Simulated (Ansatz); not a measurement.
WPt (model structure, Cmcm, No. 63, 4 atoms in the cell) was calculated with PBEsol (PAW; Ansatz, a quantum-chemistry and plane-wave program).

Run with plane-wave cutoff 520 eV, 18×18×14 k mesh (along the axes of the cell as run), Fermi–Dirac smearing 0.05 eV, no spin polarisation, scalar-relativistic PAW data made under PBE.

Cell (relaxed at this level):

```xyz
4
Lattice="1.3446 -5.2498 0.0000 1.3446 5.2498 0.0000 0.0000 0.0000 4.3131" Properties=species:S:1:pos:R:3 pbc="T T T"
W      1.3446    -1.7867     1.0783
Pt     1.3446    -4.4921     1.0783
W      1.3446     1.7867     3.2348
Pt     1.3446     4.4921     3.2348
```

Task: Estimate the bulk modulus that the calculation returns.

Result: 
bulk modulus: 324 GPa

Note: the run has no spin polarisation, so it can have missed a magnetic state; the bulk modulus is −V dP/dV from two relaxed cells at ±2 % in volume; the relaxation could raise the start's symmetry but not lower it, so the cell can be a saddle point.

Spin–orbit coupling is not included.

The result took roughly 11 core-minutes.

A model structure was made by putting elements into a prototype or built by hand; it is no filed structure, need not be a known phase, and can be a saddle point held by its symmetry.
